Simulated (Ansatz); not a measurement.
Take HfN in the rock salt structure (space group Fm-3m, No. 225; a = 4.5257 Å; relaxed with 0.1 eV smearing) as the base. Axes: x, y, z lie along the cube axes.

Level of theory: Ansatz (an electronic-structure program) r2SCAN, no spin-orbit coupling.

The change: the cell is stretched by 2.00 % along z with no lateral relaxation; the atoms relax in the strained cell.

What happens to the stress?

The stress (xx, yy, zz, yz, xz, xy; compression positive) amounts to (-2.3, -2.3, -10.8, 0.0, 0.0, 0.0) GPa.

Estimate the effect on the energy relative to the base.

The energy increases by 8.1 meV/atom.

No phonon test of stability was made. All final runs are without spin polarisation. An odd electron count without spin: HfN.
